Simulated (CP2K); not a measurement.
**Input and output of a self-consistent single point for Y₄S₃N₂ (C2/m, 9 atoms in the cell) (CP2K)**

Level of theory: PBEsol, GPW, DZVP-MOLOPT-SR-GTH basis, GTH-PBE potentials (GTH_POTENTIALS) (CP2K).

The input file:

```
&GLOBAL
  PROJECT y4s3n2
  RUN_TYPE ENERGY_FORCE
  PRINT_LEVEL MEDIUM
&END GLOBAL
&FORCE_EVAL
  METHOD Quickstep
  STRESS_TENSOR ANALYTICAL
  &DFT
    BASIS_SET_FILE_NAME BASIS_MOLOPT
    POTENTIAL_FILE_NAME GTH_POTENTIALS
    &QS
      METHOD GPW
      EPS_DEFAULT 1E-10
    &END QS
    &MGRID
      CUTOFF 500
      REL_CUTOFF 50
      NGRIDS 5
    &END MGRID
    &SCF
      SCF_GUESS ATOMIC
      EPS_SCF 1E-7
      MAX_SCF 100
      ADDED_MOS 12
      &DIAGONALIZATION
        ALGORITHM STANDARD
      &END DIAGONALIZATION
      &MIXING
        METHOD BROYDEN_MIXING
        ALPHA 0.3
        NBUFFER 8
        BETA 1.5
      &END MIXING
      &SMEAR ON
        METHOD GAUSSIAN
        SIGMA [eV] 0.02
      &END SMEAR
    &END SCF
    &KPOINTS
      SCHEME MACDONALD 4 4 2 0.125 0.125 0.25
    &END KPOINTS
    &XC
      &XC_FUNCTIONAL
        &PBE
          PARAMETRIZATION PBESOL
        &END PBE
      &END XC_FUNCTIONAL
    &END XC
    &PRINT
      &MO
        EIGENVALUES T
        OCCUPATION_NUMBERS T
        NDIGITS 8
        FILENAME mo
        &EACH
          QS_SCF 0
        &END EACH
        ADD_LAST NUMERIC
      &END MO
      &MULLIKEN ON
      &END MULLIKEN
    &END PRINT
  &END DFT
  &SUBSYS
    &CELL
      A 6.74016900 0.00000000 0.00000000
      B 5.65141300 3.67306400 0.00000000
      C -5.86293100 -1.73786700 7.72186400
      PERIODIC XYZ
    &END CELL
    &COORD
      SCALED
      Y        0.76032000     0.76032000     0.64852000
      Y        0.23968000     0.23968000     0.35148000
      Y        0.43655000     0.43655000     0.14568000
      Y        0.56345000     0.56345000     0.85432000
      S        0.00000000     0.00000000     0.00000000
      S        0.17442000     0.17442000     0.78434000
      S        0.82558000     0.82558000     0.21566000
      N        0.64304000     0.64304000     0.36114000
      N        0.35696000     0.35696000     0.63886000
    &END COORD
    &KIND Y
      BASIS_SET DZVP-MOLOPT-SR-GTH-q11
      POTENTIAL GTH-PBE-q11
    &END KIND
    &KIND S
      BASIS_SET DZVP-MOLOPT-SR-GTH-q6
      POTENTIAL GTH-PBE-q6
    &END KIND
    &KIND N
      BASIS_SET DZVP-MOLOPT-SR-GTH-q5
      POTENTIAL GTH-PBE-q5
    &END KIND
  &END SUBSYS
  &PRINT
    &FORCES ON
    &END FORCES
    &STRESS_TENSOR ON
    &END STRESS_TENSOR
  &END PRINT
&END FORCE_EVAL
```

Output (repeated stretches shortened):

```
 GLOBAL| Method name                                                        CP2K
 GLOBAL| Project name                                                     y4s3n2
 GLOBAL| Run type                                                   ENERGY_FORCE

 CELL| Volume [angstrom^3]:                                           191.170744
 CELL| Vector a [angstrom]:       6.740     0.000     0.000   |a| =     6.740169
 CELL| Vector b [angstrom]:       5.651     3.673     0.000   |b| =     6.740168
 CELL| Vector c [angstrom]:      -5.863    -1.738     7.722   |c| =     9.849940
 CELL| Angle (b,c), alpha [degree]:                                   126.528675
 CELL| Angle (a,c), beta  [degree]:                                   126.528675
 CELL| Angle (a,b), gamma [degree]:                                    33.021341
 CELL| Numerically orthorhombic:                                              NO
 CELL| Periodicity                                                           XYZ

 DFT| Spin restricted Kohn-Sham (RKS) calculation                            RKS
 DFT| Multiplicity                                                             1
 DFT| Number of spin states                                                    1
 DFT| Charge                                                                   0
 DFT| XC density smoothing                                                  NONE
 DFT| XC derivatives                                                          PW

 QS| Method:                                                                 GPW
 QS| Density plane wave grid type                        NON-SPHERICAL FULLSPACE
 QS| Number of grid levels:                                                    5
 QS| Density cutoff [a.u.]:                                                250.0
 QS| Multi grid cutoff [a.u.]: 1) grid level                               250.0
   [... lines left out ...]
 BRILLOUIN| Wavefunction type                                            COMPLEX
 BRILLOUIN| List of Kpoints [2 Pi/Bohr]                                       20
 BRILLOUIN| Number           Weight            X              Y              Z
 BRILLOUIN|     1           0.06250       -0.25000       -0.25000        0.00000
 BRILLOUIN|     2           0.06250       -0.25000       -0.25000        0.50000
 BRILLOUIN|     3           0.06250       -0.25000        0.00000        0.00000
   [... 17 lines left out ...]
 *******************************************************************************

 Extrapolation method: initial_guess

 Re-scaling the density matrix to get the right number of electrons
                  # Electrons              Trace(P)               Scaling factor
                           72                72.000                        1.000

 Number of electrons:                                                         72
 Number of occupied orbitals:                                                 36
 Number of molecular orbitals:                                                48

 Number of orbital functions:                                                169
 Number of independent orbital functions:                                    169
 SCF WAVEFUNCTION OPTIMIZATION

  Step     Update method      Time    Convergence         Total energy    Change
     1 NoMix/Diag. 0.30E+00      -     2.09142348      -204.7781246231 -2.05E+02
     2 Broy./Diag. 0.30E+00      -     0.23559375      -200.5191070277  4.26E+00
     3 Broy./Diag. 0.30E+00      -     0.29754022      -202.7172570823 -2.20E+00
     4 Broy./Diag. 0.30E+00      -     0.06497583      -203.9578075203 -1.24E+00
     5 Broy./Diag. 0.30E+00      -     0.06844490      -203.3541088592  6.04E-01
     6 Broy./Diag. 0.30E+00      -     0.02308361      -203.8244029515 -4.70E-01
     7 Broy./Diag. 0.30E+00      -     0.03079229      -203.7546533270  6.97E-02
   [... 14 lines left out ...]
    22 Broy./Diag. 0.30E+00      -     0.00000066      -204.0234748757  1.67E-06
    23 Broy./Diag. 0.30E+00      -     0.00000057      -204.0234704667  4.41E-06
    24 Broy./Diag. 0.30E+00      -     0.00000010      -204.0234680689  2.40E-06
    25 Broy./Diag. 0.30E+00      -     0.00000017      -204.0234690055 -9.37E-07
    26 Broy./Diag. 0.30E+00      -     0.00000008      -204.0234695895 -5.84E-07
  *** SCF run converged in    26 steps ***

  Electronic density on regular grids:        -71.9999999991        0.0000000009
  Core density on regular grids:               71.9999999941       -0.0000000059
  Total charge density on r-space grids:       -0.0000000050
  Total charge density g-space grids:          -0.0000000050

  Overlap energy of the core charge distribution:               0.00000000000752
  Self energy of the core charge distribution:               -409.67964414462318
  Core Hamiltonian energy:                                     93.70185938563442
  Hartree energy:                                             143.91311515286290
  Exchange-correlation energy:                                -31.95879998333903
  Smearing free energy correction:                             -0.00000000000000
  Fermi energy:                                                 0.24974851128373

  Total energy:                                              -204.02346958945739
  Total energy (extrapolated to sigma->0):                   -204.02346958945739

                     Mulliken Population Analysis

 #  Atom  Element  Kind  Atomic population                           Net charge
       1     Y        1         10.327077                              0.672923
       2     Y        1         10.327077                              0.672923
       3     Y        1         10.658514                              0.341486
       4     Y        1         10.658514                              0.341486
       5     S        2          6.285725                             -0.285725
       6     S        2          6.290742                             -0.290742
       7     S        2          6.290742                             -0.290742
       8     N        3          5.580804                             -0.580804
       9     N        3          5.580804                             -0.580804
 # Total charge                             72.000000                  0.000000

 ENERGY| Total FORCE_EVAL ( QS ) energy [hartree]           -204.023471158570175

 FORCES| Atomic forces [hartree/bohr]
 FORCES|   Atom     x               y               z               |f|
 FORCES|      1  3.29761888E-04  9.77249563E-05  1.20280418E-03   1.25101198E-03
 FORCES|      2 -3.29739625E-04 -9.77294325E-05 -1.20275786E-03   1.25096192E-03
 FORCES|      3 -1.00765666E-03 -2.98695893E-04 -7.84677748E-04   1.31160602E-03
 FORCES|      4  1.00755005E-03  2.98662764E-04  7.84704669E-04   1.31153268E-03
 FORCES|      5 -1.81442711E-08 -1.43567041E-08  8.70877622E-10   2.31535732E-08
 FORCES|      6 -3.27953673E-04 -9.72146234E-05  1.83870748E-03   1.87025386E-03
 FORCES|      7  3.27986835E-04  9.72323703E-05 -1.83874299E-03   1.87029550E-03
 FORCES|      8  2.90347745E-03  8.60594057E-04  1.11387085E-03   3.22668742E-03
 FORCES|      9 -2.90340890E-03 -8.60559841E-04 -1.11390852E-03   3.22662961E-03
 FORCES| Sum    -7.85657766E-10  6.76995569E-13  9.34711071E-10
 FORCES| Total atomic force                                       1.22104192E-09

 STRESS| Analytical stress tensor [bar]
 STRESS|                        x                   y                   z
 STRESS|      x       -2.46003272781E+04   3.11119840486E+02   5.19381949213E+02
 STRESS|      y        3.11119840486E+02  -2.55569390523E+04   1.53948997192E+02
 STRESS|      z        5.19381949213E+02   1.53948997192E+02  -2.24485836219E+04
 STRESS| 1/3 Trace                                            -2.42019499841E+04
```

The run converged in 26 iterations.

The starting cell comes from a database of computed structures (which also holds hypothetical and non-ambient phases and stackings), without a prior relaxation at this level. Values carry the incompleteness of an atom-centred basis. The potentials were made for another functional than the one used.

Cost on one core of a shared machine: roughly 5 min.
